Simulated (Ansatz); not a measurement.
Pressure series in RuSi

The parent structure is RuSi (space group P2_13, No. 198; a = 4.736 Å).

Cell and atoms are relaxed at each pressure.

Level of theory: DFT with PBE, PAW potentials and a 420 eV plane-wave cutoff in Ansatz (a quantum-chemistry and plane-wave program), scalar-relativistic without spin-orbit coupling.

```
case              band gap  shortest interatomic distance     density
----------------  --------  -----------------------------  ----------
base               0.23 eV                        2.392 Å  8.08 g/cm³
pressure −2 GPa    0.23 eV                        2.396 Å  8.00 g/cm³
pressure −1 GPa    0.23 eV                        2.394 Å  8.04 g/cm³
pressure 1.8 GPa   0.24 eV                              …           …
```

**Question.** What belongs in the blanks?

**Answer.** 
- pressure 1.8 GPa, shortest interatomic distance: 2.389 Å
- pressure 1.8 GPa, density: 8.15 g/cm³

Load acts through the strain it causes; cell and atoms are relaxed under it. No phonon test of stability was made. The zero or small gap of RuSi can change with the level of theory.
